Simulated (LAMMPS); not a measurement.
System: a melt of TiO2 (rutile), 270 atoms, cooled from 3150 K to 300 K at 1e+13 K/s, at zero pressure.

Level of theory: classical MD, Buckingham potential of Matsui and Akaogi, Mol. Simul. 6, 239 (1991), as tabulated by Reinhardt, J. Chem. Phys. 151, 064505 (2019), used with rigid ions (no shells), PPPM sums, short-range terms cut at 10 Å, modified for these runs by an r^-4 repulsive force inside the short-range force's maximum, run in LAMMPS.

```
frequency (THz)  spectral density (1/THz), total  spectral density (1/THz), O  spectral density (1/THz), Ti
---------------  -------------------------------  ---------------------------  ----------------------------
0.1620                                    0.0002                       0.0001                        0.0002
0.8100                                    0.0016                       0.0007                        0.0009
1.457                                     0.0053                       0.0022                        0.0030
2.105                                     0.0189                       0.0079                        0.0110
2.753                                     0.0234                       0.0100                        0.0134
3.401                                     0.0273                       0.0118                        0.0156
4.048                                     0.0355                       0.0150                        0.0205
4.696                                     0.0471                       0.0206                        0.0265
5.344                                     0.0476                       0.0214                        0.0262
5.991                                     0.0572                       0.0260                        0.0312
6.639                                     0.0590                       0.0268                        0.0321
7.287                                     0.0534                       0.0262                        0.0272
7.934                                     0.0523                       0.0262                        0.0261
8.582                                     0.0572                       0.0294                        0.0278
9.230                                     0.0486                       0.0261                        0.0225
9.877                                     0.0530                       0.0292                        0.0239
10.52                                     0.0537                       0.0302                        0.0234
11.17                                     0.0569                       0.0332                        0.0237
11.82                                     0.0502                       0.0294                        0.0209
12.47                                     0.0549                       0.0330                        0.0219
13.12                                     0.0550                       0.0351                        0.0199
13.76                                     0.0443                       0.0296                        0.0146
14.41                                     0.0431                       0.0315                        0.0116
15.06                                     0.0405                       0.0310                        0.0095
15.71                                     0.0365                       0.0289                        0.0076
16.35                                     0.0371                       0.0301                        0.0070
17.00                                     0.0375                       0.0312                        0.0063
17.65                                     0.0325                       0.0274                        0.0051
18.30                                     0.0338                       0.0290                        0.0048
18.95                                     0.0339                       0.0295                        0.0045
19.59                                     0.0311                       0.0272                        0.0039
20.24                                     0.0345                       0.0302                        0.0043
20.89                                     0.0340                       0.0301                        0.0039
21.54                                     0.0301                       0.0269                        0.0031
22.18                                     0.0302                       0.0272                        0.0030
22.83                                     0.0282                       0.0253                        0.0029
23.48                                     0.0266                       0.0239                        0.0027
24.13                                     0.0269                       0.0243                        0.0026
24.77                                     0.0262                       0.0238                        0.0024
25.42                                     0.0179                       0.0162                        0.0017
26.07                                     0.0158                       0.0144                        0.0014
26.72                                     0.0147                       0.0135                        0.0012
27.37                                     0.0111                       0.0102                        0.0009
28.01                                     0.0075                       0.0068                        0.0006
28.66                                     0.0033                       0.0030                        0.0003
29.31                                     0.0016                       0.0014                        0.0002
29.96                                     0.0011                       0.0009                        0.0001
30.60                                     0.0008                       0.0007                        0.0001
31.25                                     0.0007                       0.0006                        0.0001
31.90                                     0.0006                       0.0005                        0.0001
```

Read from the full data:
- state found: glass
- mean frequency of the velocity spectrum: 13.3 THz
